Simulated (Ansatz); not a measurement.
Consider Ti in the hcp (Mg type) structure (space group P6_3/mmc, No. 194; a = 2.939 Å, c = 4.654 Å; relaxed with 0.1 eV smearing). Axes: x lies along a and z along c of the hexagonal cell.

(Cell as relaxed with PBE.)

Levels (all Ansatz, an electronic-structure program, PAW, earlier PAW set): PBE (420 eV, scalar-relativistic without spin-orbit coupling); r2SCAN (500 eV, no spin-orbit coupling).

Each level relaxes its own structure.

```tsv
base	PBE	r2SCAN
volume per atom	17.41 Å³	17.33 Å³
lattice parameter a	2.939 Å	2.937 Å
band gap	zero	zero
```

Now apply this change: uniaxial strain ε_zz = +0.63 %, all other strain components held at zero, atoms relaxed at fixed cell.

```csv
quantity,PBE,r2SCAN
"stress (xx, yy, zz, yz, xz, xy; compression positive)","(-0.5, -0.5, -1.1, 0.0, 0.0, 0.0) GPa",___
shortest interatomic distance,2.892 Å,___
energy relative to the base (free energy F),+0.4 meV/atom,___
```

Q: What does r2SCAN give?

A: 
- stress (xx, yy, zz, yz, xz, xy; compression positive), r2SCAN: (-0.5, -0.5, -1.2, 0.0, 0.0, 0.0) GPa
- shortest interatomic distance, r2SCAN: 2.886 Å
- energy relative to the base (free energy F), r2SCAN: +0.4 meV/atom

PBE's shortest interatomic distance lies 0.006 Å above r2SCAN's (0.2 %); the two agree on the energy relative to the base. Neither level is exact; r2SCAN is the comparison here, not a measurement.

Stability against distortions was not tested. The final runs are not spin-polarised.
